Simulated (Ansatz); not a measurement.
Functionals compared on CO on the 1x1 (111) surface of fcc Cu, one in a 2x2 cell, started at the site 'hollow Cu-Cu-Cu over Cu at depth 2.1 Å', in Ansatz (plane waves, PAW). The structure was relaxed with PBE; the other rows are single points on it, each with its references at the same level. Cutoff 420 eV (500 eV for r2SCAN).

Model: 18-atom slab, 6.2 Å thick at the start under the adsorbate (thin: gaps and levels are the slab's own), 6x6x1 mesh, Fermi-Dirac 0.1 eV, dipole correction, 8 atoms held, the rest relaxed; symmetry of the start imposed; no spin, no spin-orbit, no U, no dispersion correction. At the end it is bonded to 3 Cu. In PBE it is, or lies within 0.03 eV of, the lowest of the starts that converged. These notes are the PBE run's. Adsorption energies are against CO(g). A negative adsorption energy means that the adsorbate is more stable on the surface than in its reference.

| functional | adsorption energy (eV) | work function of the top face (eV) | change of the work function (eV) | rough cost of the single point |
|---|---|---|---|---|
| PBE | -0.72 | 5.41 | 0.64 | – |
| RPBE | -0.36 | 5.28 | 0.68 | very roughly 90 core-seconds |
| r2SCAN | -0.85 | 5.49 | 0.69 | roughly 3 core-minutes |

Ansatz is a quantum-chemistry and plane-wave program.
